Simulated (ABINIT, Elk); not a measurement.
An ABINIT input for a self-consistent single point of MnBr2 (R-3m, 3 atoms in the cell) (DFT, LDA (PW92), plane waves, PAW (JTH v2.0 LDA PAW)):

```
# MnBr2, JTH v2.0 LDA PAW
pp_dirpath "./"
pseudos "Mn.LDA_PW-JTH.xml, Br.LDA_PW-JTH.xml"
acell 13.1748213576 13.1748213576 13.1748213576
rprim
         0.2778688339    0.1604276461    0.9471282287
        -0.2778688339    0.1604276461    0.9471282287
        -0.0000000000   -0.3208552921    0.9471282287
natom 3
ntypat 2
znucl 25 35
typat 1 2 2
xred
         0.0000000000    0.0000000000    0.0000000000
         0.7426070000    0.7426070000    0.7426070000
         0.2573930000    0.2573930000    0.2573930000
ecut 816 eV
pawecutdg 1633 eV
pawxcdev 0
ixc 7
nsppol 2
spinat
      0 0 4
      0 0 0
      0 0 0
occopt 3
tsmear 0.02 eV
nband 23
kptopt 1
ngkpt 5 5 5
nshiftk 1
shiftk 0 0 0
nstep 80
toldfe 1.0e-09
prtwf 0
prtden 0
```

Give the Elk input for the same structure, mesh, smearing and functional.

One input that does it (others would too):

```
tasks
  0

spinpol
  .true.

reducebf
  0.5

nempty
  12

swidth
  0.000734986

maxscl
  100

scale
  1.889726125

avec
    1.9372501654    1.1184719045    6.6032030000
   -1.9372501654    1.1184719045    6.6032030000
    0.0000000000   -2.2369438090    6.6032030000

sppath
  'species/'

atoms
  2
  'Mn.in'
  1
  0.0000000000  0.0000000000  0.0000000000    0.0 0.0 -2.0
  'Br.in'
  2
  0.7426070000  0.7426070000  0.7426070000    0.0 0.0 0.0
  0.2573930000  0.2573930000  0.2573930000    0.0 0.0 0.0

ngridk
  5 5 5
```

Basis, cutoffs, solver keys and any potentials are the target program's own. This input uses DFT, LDA (PW92), all-electron FP-LAPW, Elk's shipped species files, default APW+lo basis. LDA parametrisations can differ slightly between programs.

The starting cell comes from a database of computed structures (which also holds hypothetical and non-ambient phases and stackings), without a prior relaxation at this level.
